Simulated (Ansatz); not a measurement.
# hypothetical diamond Na with two functionals, 5 layers

Start from Na in the diamond structure (space group Fd-3m, No. 227; a = 7.5841 Å; a hypothetical phase, not in the database extracts checked). Axes: x, y, z lie along the cube axes.

(Cell as relaxed with PBE.)

Levels (all Ansatz, a first-principles code, PAW): PBE (420 eV, no spin-orbit coupling); PBEsol (420 eV, no SOC).

Each level relaxes its own structure.

```csv
base,PBE,PBEsol
volume per atom,54.53 Å³,52.51 Å³
lattice parameter a,7.584 Å,7.489 Å
band gap,zero,zero
```

It is then changed as follows: a free-standing slab of 5 layers (10 atoms, 2 a layer) is cut normal to [110], with 15 Å of vacuum and the in-plane cell held at bulk.

| quantity | PBE | PBEsol |
|---|---|---|
| shortest interatomic distance | 3.437 Å | 3.424 Å |
| excess energy per area of both faces (slab less bulk energy over the cell's area: twice a surface energy) (uncertain by up to 0.04 J/m²) | 0.13 J/m² | 0.13 J/m² |
| band gap | zero | zero |

PBE's shortest interatomic distance lies 0.013 Å above PBEsol's (0.4 %); the two agree on the excess energy per area of both faces and band gap. Neither level is exact; PBEsol is the comparison here, not a measurement.

Slab and bulk use different k-meshes, which limits the precision of the excess energy. Stability against distortions was not tested.
